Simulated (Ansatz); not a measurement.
The starting structures come from a database of crystals and need not be the phases stable at ambient conditions.

 Where the default PAW files enter, the runs use the earlier of Ansatz's two default sets.

By LDA, the system below comes out a metal.

Without scattering a metal conducts by its projected Fermi surface.

Data:

```yaml
crystal:
  lattice:
    - [3.45308, 0.00000, 0.00000]
    - [0.00000, 4.67668, 0.00000]
    - [1.72654, -2.33834, 1.77554]
  atoms:
    - { symbol: Sn, position: [0.00000, 0.00000, 0.00000] }
```

Space group of this cell: Immm. The cell is taken as given; by LDA its mean pressure is -4.8 GPa.

The current flows along the normal of the first two printed cell vectors. No spin-orbit coupling; the value is a mean over 0.1 eV about the Fermi level.

Problem. Estimate the ballistic conductance per area that LDA in Ansatz (a quantum-chemistry and plane-wave program) returns for this system.

Solution. 1.1 × 10¹⁵ S/m² for both spins.
